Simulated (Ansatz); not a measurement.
A calculation on corundum Ga₂O₃ (metastable phase) returned lattice constant a 4.972 Å, lattice parameter c 13.398 Å, equilibrium volume per atom 9.56 Å³/atom, bulk modulus 238 GPa, cohesive energy 5.03 eV/atom.

For reference: lattice constant a 4.982 Å (measured, temperature not stated, not corrected to a static lattice; as tabulated in Marezio, Remeika, J. Chem. Phys. 46, 1862 (1967) (COD 1538347)); lattice parameter c 13.433 Å (measured, temperature not stated, no zero-point or thermal correction; as tabulated in Marezio, Remeika, J. Chem. Phys. 46, 1862 (1967) (COD 1538347)); bulk modulus 220 ± 9 GPa (measured, room temperature, not corrected to a static lattice, equation of state from high-pressure X-ray diffraction, our sources range from 220 to 252; as tabulated in Phys. Rev. B 77, 094123 (2008), gallium oxide under pressure (UNLV record)).

Problem. Which level of theory produced these numbers?
A) PBE (Ansatz (a first-principles code))
B) rVV10 (Ansatz)
C) r²SCAN-D4 (Ansatz)
D) RPBE (Ansatz)

Solution. C, r²SCAN-D4 (Ansatz)

The others give: PBE 5.058 Å, 13.623 Å, 10.06 Å³/atom, 199 GPa, 4.72 eV/atom; RPBE 5.098 Å, 13.755 Å, 10.32 Å³/atom, 184 GPa, 4.25 eV/atom; rVV10 5.083 Å, 13.655 Å, 10.19 Å³/atom, 196 GPa, 4.83 eV/atom.

Unless a cell is named, each level is at its own relaxed cell (PBE 10.06, r²SCAN-D4 9.56, RPBE 10.32, rVV10 10.19 Å³/atom).

Ansatz's density-functional and Hartree–Fock values are scalar-relativistic unless marked +SOC, with PAW data made under PBE.
